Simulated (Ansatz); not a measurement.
Input and output of a self-consistent single point for CoPdO2 (R-3m, 4 atoms in the cell) (Ansatz, a quantum-chemistry and plane-wave program).

Level of theory: PBE (plane waves, PAW; Ansatz).

```xyz
4
Lattice="1.4426 0.8329 6.0030 -1.4426 0.8329 6.0030 0.0000 -1.6657 6.0030" Properties=species:S:1:pos:R:3 pbc="T T T"
Co     0.0000     0.0000     9.0046
Pd     0.0000     0.0000     0.0000
O      0.0000     0.0000    15.9836
O      0.0000     0.0000     2.0256
```
Moments meant for the start (each program seeds them in its own way; μB, in the order of the atoms Co Pd O O): 3.0 0.0 0.0 0.0.

Reference input (self-consistent single point, DFT, PBE, plane waves, default PAW files): basis.ecutwfc = 420 eV; kpoints.mp_grid.grid = 13 13 13; hamiltonian.xc = pbe; hamiltonian.pseudopotentials = {kind: paw} (the program's default PAW files); magnetization.spin_polarized = true; scf.occupations.method = gaussian; scf.occupations.width = 0.1 eV. This run's input differs from it in these lines:

Ansatz 0.2 input:
```diff
@@ -15,3 +15,3 @@
   mp_grid:
-    grid: [13, 13, 13]
+    grid: [7, 7, 7]
 hamiltonian:
```

Log, with long lists cut:

```
SCF iter   1: F=—  HF=-13231.332754 eV  |F-HF|=—  |Δ(HF+E_count)|=         —  Δρ=2.45e-1 (↑1.13e-1 ↓2.45e-1)  dr2=1.98e1  dr2_m=1.05e1  M=0.394 μB ∫|m|=0.752 μB  β_m=0.30  ethr=3.10e-3  ⟨swp⟩=5.4  Hψ=9668  notcnv=0
Mixer restart at iter 1: flushing history
all-band conjugate gradients solve this SCF's bands
preconditioner: auto → Kerker (q_TF=auto, 2.766 Å⁻¹)
spin=Collinear: Kerker preconditioning applied to the charge; magnetization (m = ρ↑ − ρ↓) channel mixes plain (no charge-response kernel on spin).
   [... lines left out ...]
SCF iter  15: F=—  HF=-13232.263213 eV  |F-HF|=—  |Δ(HF+E_count)|=   1.31e-9  Δρ=3.47e-6 (↑3.15e-6 ↓3.47e-6)  dr2=1.34e-8  dr2_m=7.79e-11  M=-0.000 μB ∫|m|=0.000 μB  β_m=0.88  ethr=1.32e-10  ⟨swp⟩=2.3  Hψ=3901  notcnv=0  defer=114
SCF iter  16: F=-13232.263213 eV  HF=-13232.263213 eV  |F-HF|=1.87e-9  |Δ(HF+E_count)|=  5.49e-10  Δρ=1.31e-6 (↑1.19e-6 ↓1.31e-6)  dr2=2.59e-9  dr2_m=1.50e-11  M=0.000 μB ∫|m|=0.000 μB  ethr=2.85e-11  ⟨swp⟩=7.8  Hψ=9263  notcnv=0
SCF 1 converged in 16 iterations: F = -13232.263213 eV  dr2 = 2.59e-9
WARN: the starting moments were not kept: the SCF closed with an absolute magnetisation of 1.2e-5 μB, where they sum to 3 μB in size (1 site) …
Magnetization: 0.0000 μB (23.5000 up, 23.5000 down)
   [... lines left out ...]
Absolute magnetization: 0.0000 μB (∫|ρ↑−ρ↓|, with the PAW one-centre terms)
Free energy (F): -13232.263213 eV
Fermi energy:    13.909265 eV
   [... lines left out ...]
  atom   4  O      0.00000000     0.00000001     0.27206603
--- Stress (GPa, compression-positive) ---
       -4.506556       0.000000      -0.000000
        0.000000      -4.506556      -0.000000
        0.000000      -0.000000      -4.943619
  P = ⅓ Tr σ = -4.6522 GPa (-46.522 kbar)
  The stress holds the Pulay correction. Without it, at fixed plane waves, as pw.x and ABINIT print it: P = -5.3093 GPa
```

The run converged in 16 iterations. Against the reference run the free energy goes up by 3.4 meV/atom, the pressure goes from -5.28 to -4.65 GPa and the largest force goes from 0.238 to 0.272 eV/Å.

The starting cell comes from a database of computed structures (which also holds hypothetical and non-ambient phases and stackings), without a prior relaxation at this level. Its lattice was rescaled by a random factor within 2.5 % of one. The starting moments vanished: the run ended non-magnetic, which need not be the lowest state. The program warned that a starting moment was not kept. Ansatz's pressure includes its estimate of the finite-basis (Pulay) stress. Without the estimate this run gives -5.31 GPa.
